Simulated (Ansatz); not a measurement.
Start from ZnCu2SnS4 (space group I-4, No. 82; a = 5.3175 Å, c = 10.6431 Å). Axes: x, y, z lie along a, b, c of the conventional cell.

All numbers come from LDA (Ansatz, an electronic-structure program, PAW, no SOC).

For the base:

The valley order is Γ 0.14 eV; X (0, 0, 1/2) 0.49 eV; M (1/2, 1/2, 1/2) 1.15 eV and the width of the top valence band is 1.07 eV. The valence-band top at Γ is 0.00, -0.04, -0.04 eV.

One thing is altered: the cell is stretched by 0.75 % along z with no lateral relaxation; the atoms relax in the strained cell.

**Question.** Estimate the effect on the valley order, stress, width of the top valence band and valence-band top at Γ.

**Answer.** The valley order (the lowest conduction-band minima on the path, energy above the VBM, named in the base's zone) goes from Γ 0.14 eV; X (0, 0, 1/2) 0.49 eV; M (1/2, 1/2, 1/2) 1.15 eV to Γ 0.13 eV; X (0, 0, 1/2) 0.50 eV; M (1/2, 1/2, 1/2) 1.14 eV; the stress (xx, yy, zz, yz, xz, xy; compression positive) comes out as (-0.55, -0.55, -0.87, 0.00, 0.00, 0.00) GPa; the width of the top valence band falls by 0.04 eV to 1.03 eV; the valence-band top at Γ (three highest levels, from the VBM) becomes 0.00, -0.02, -0.02 eV (base: 0.00, -0.04, -0.04 eV).

The levels and masses belong to the bands next to the band gap. No phonon test of stability was made. All final runs are without spin polarisation.
